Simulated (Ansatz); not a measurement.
Start from MgSe in the rock salt structure (space group Fm-3m, No. 225; a = 5.4498 Å). Axes: x, y, z lie along the cube axes.

It is then changed as follows: the cell is stretched by 5.74 % along y with no lateral relaxation; the atoms relax in the strained cell.

Levels (all Ansatz, an electronic-structure program, PAW): PBEsol (420 eV, no SOC); r2SCAN (500 eV, without spin-orbit coupling).

The geometry is relaxed with PBEsol.

```
Property                        Value
--------------------------  ---------
PBEsol smallest direct gap    2.00 eV
PBEsol band gap               1.48 eV
PBEsol pressure             -2.88 GPa
```

With r2SCAN at the same geometry, the smallest direct gap grows by 0.99 eV, from 2.00 eV to 2.99 eV; the band gap rises by 0.71 eV, from 1.48 eV to 2.19 eV; the pressure rises by 0.60 GPa (-2.88 GPa → -2.28 GPa).

Single points use the geometry relaxed with PBEsol. Their cutoffs differ, which shifts pressures a little. Gaps are read on the SCF mesh and a high-symmetry path. Stability against distortions was not tested.
